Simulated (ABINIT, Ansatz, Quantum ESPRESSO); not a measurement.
La3InN (Pm-3m, 5 atoms in the cell) computed with different codes at matched settings

Self-consistent single point.

```
La3InN
1.0
    5.01248     0.00000     0.00000
    0.00000     5.01248     0.00000
    0.00000     0.00000     5.01248
La In N
3 1 1
Direct
  0.50000   0.50000   0.00000
  0.00000   0.50000   0.50000
  0.50000   0.00000   0.50000
  0.00000   0.00000   0.00000
  0.50000   0.50000   0.50000
```

All programs got the same cell, k-point mesh and kind of occupations (in Ansatz's words: kpoints.mp_grid.grid = 7 7 7; scf.occupations.method = gaussian; scf.occupations.width = 0.136 eV); potentials, basis and cutoffs are each program's usual ones.

```
code                                                            model  pressure (GPa)   cutoff
----------------  ---------------------------------------------------  --------------  -------
Quantum ESPRESSO  LDA (PZ), GBRV 1.5 ultrasoft (LDA) pseudopotentials            0.27    40 Ry
ABINIT                             LDA (PW92), PAW (JTH v2.0 LDA PAW)            0.50    52 Ry
Ansatz                            LDA (PW92), PAW files made with PBE            0.20  default
```

The spread over the programs that give each value: pressure within 0.30 GPa.

The starting cell comes from a database of computed structures (which also holds hypothetical and non-ambient phases and stackings), without a prior relaxation at this level. Its lattice was rescaled by a random factor within 2.5 % of one.

Task: Why do the programs differ, and what cannot be compared?

Result: Differences of this kind can come from the potentials, where these differ, and from what each basis and cutoff leave unconverged. The zero of total energies and Fermi levels follows the potentials and each program's conventions, so they are not compared here. Ansatz's pressure is given at a fixed set of plane waves, as the other plane-wave codes print theirs; with its correction for the finite basis it is 0.27 GPa. The same LDA comes in different parametrisations, which differ slightly.

Left out of this page: GPAW, Elk and FLEUR (not drawn, or without a comparable value).

Ansatz is a program for electronic structure.

Keys are those of Ansatz 0.2.
